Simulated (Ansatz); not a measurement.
Ag: transverse stress against strain

Ag (fcc, Fm-3m, 16.655 Å³/atom at rest, cube axes along x, y and z) under a strain ε along a cube axis (axis z), the other axes held. PBEsol in Ansatz, a plane-wave DFT program (PAW, default set), 420 eV, 28×28×28 Γ-centred mesh, Fermi-Dirac smearing 0.10 eV; ions are relaxed within the symmetry of each cell. Stress is positive for a compressed cell.

Here s stands for strain and y for stress xx.

```csv
strain (%),stress xx (GPa)
-3.00,?
-1.50,1.69
-1.00,1.10
-0.50,0.54
0.00,0.00
0.50,-0.52
1.00,-1.01
1.50,-1.49
```

Task: Using a straight line, estimate the missing y at s = -3.00 from the other rows, showing the fit.

Result: Means: s 0, y 0.044. About the means, the sum of products is -7.4100 and the sum of squares of s is 7.0000; the slope is their ratio. Least squares gives y = 0.044 - 1.0586·s. Residuals (row less fit): 0.058, -0.003, -0.033, -0.044, -0.035, 0.005, 0.054; standard error 0.046 (degrees of freedom: 5). The slope gives the elastic constant C12 = 106 ± 1.7 GPa. At the withheld row, y = 0.044 - 1.0586 × (-3.0) = 3.220 GPa. The calculation gives 3.60 GPa, 0.380 GPa above the prediction (7.5 % of the range of y in the table). The row lies outside the fitted rows, so this is an extrapolation. From the scatter of the fitted rows alone, a prediction at this place has a standard error of 0.072 GPa, so the miss is 5.3 times that.

One order more, fitted to all 13 runs of the series, follows each within 0.01, so the miss is the next term of a smooth law. In a metal these values are sensitive to mesh and smearing; energies are taken to zero smearing, stresses follow the free energy. Rows are the converged runs of the series near zero and its far end; series whose fitted rows scatter by over a few per cent of the range, as at a crossing or softening among them, aren't shown in this form. Most that stay on the fit to the last digits aren't either.
